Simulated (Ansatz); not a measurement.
Hypothetical P6_422 BeS, pressure series

The reference is BeS (space group P6_422, No. 181; a = 3.452 Å, c = 7.812 Å; a hypothetical phase, not in the database extracts checked).

Cell and atoms are relaxed at each pressure.

Levels (all Ansatz, a quantum-chemistry and plane-wave program, PAW): PBE (420 eV, no spin-orbit coupling); PBEsol (420 eV, without spin-orbit coupling).

The base cell above is that of PBE; each level relaxes its own structures.

```tsv
case	lattice parameter a, PBE	lattice parameter a, PBEsol
pressure −2 GPa	3.477 Å	3.447 Å
pressure −1 GPa	3.464 Å	(withheld)
pressure 0.3 GPa	3.448 Å	(withheld)
pressure 0.7 GPa	3.444 Å	3.416 Å
pressure 1.5 GPa	3.435 Å	3.407 Å
pressure 3 GPa	3.418 Å	3.392 Å
pressure 5 GPa	3.398 Å	3.373 Å
pressure 7.5 GPa	3.374 Å	(withheld)
pressure 10 GPa	3.353 Å	(withheld)
```

Problem. What belongs in the blanks?

Solution. 
- pressure −1 GPa, lattice parameter a, PBEsol: 3.435 Å
- pressure 0.3 GPa, lattice parameter a, PBEsol: 3.420 Å
- pressure 7.5 GPa, lattice parameter a, PBEsol: 3.350 Å
- pressure 10 GPa, lattice parameter a, PBEsol: 3.329 Å

PBE lies above PBEsol in every row, by 0.023 Å to 0.030 Å. They put the cases in the same order.

Load acts through the strain it causes; cell and atoms are relaxed under it. Whether these cells are dynamically stable was not tested. Competing high-pressure phases were not computed. The base started in P3_121 and relaxed to P6_422 at this level.
